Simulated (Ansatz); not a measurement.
Input:

```xyz
3
Lattice="-1.6190 1.6190 3.9697 1.6190 -1.6190 3.9697 1.6190 1.6190 -3.9697" Properties=species:S:1:pos:R:3 pbc="T T T"
Si     0.0000     0.0000     5.2734
Si     0.0000     0.0000     2.6660
Mo     0.0000     0.0000     0.0000
```

No spin polarisation.

Computed with Ansatz (a program for electronic structure), PBEsol, PAW, cutoff 420 eV, scalar-relativistic without spin-orbit coupling. k-mesh 25×25×25 (Γ-centred); smearing 0.1 eV (Fermi–Dirac).

Problem. Predict the band gap.

Solution. Zero.

Problem. Predict the pressure (mean of the normal stresses, compression positive).

Solution. -8.9 GPa.

Problem. Estimate the space group.

Solution. I4/mmm (No. 139).

The cells carry an imposed strain or load. Whether these cells are dynamically stable was not tested. The final runs are not spin-polarised. The cell was made from MoSi2 (space group I4/mmm, No. 139) by this change: isotropic strain +1.50 %.
